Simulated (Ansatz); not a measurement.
The reference is InAs in the zinc blende structure (space group F-43m, No. 216; a = 6.087 Å).

Now apply this change: full substitution In → B; the structure is relaxed again.

Computed with Kohn–Sham DFT with the PBEsol functional, run in Ansatz (an electronic-structure program) with PAW and 420 eV plane waves, no SOC, earlier PAW set.

Task: Give the band edges at the high-symmetry points of the new zone, measured from its valence-band maximum.

Result: 
| point | valence edge (eV) | conduction edge (eV) |
|---|---|---|
| Γ | 0.00 | 3.25 |
| X | -4.12 | 1.32 |
| U | -3.52 | 1.95 |
| K | -3.52 | 1.95 |
| L | -1.84 | 2.68 |
| W | -5.27 | 5.19 |

The gap is 1.08 eV, indirect, Γ → Γ–X (82 % along).

No phonon test of stability was made. All final runs are without spin polarisation.
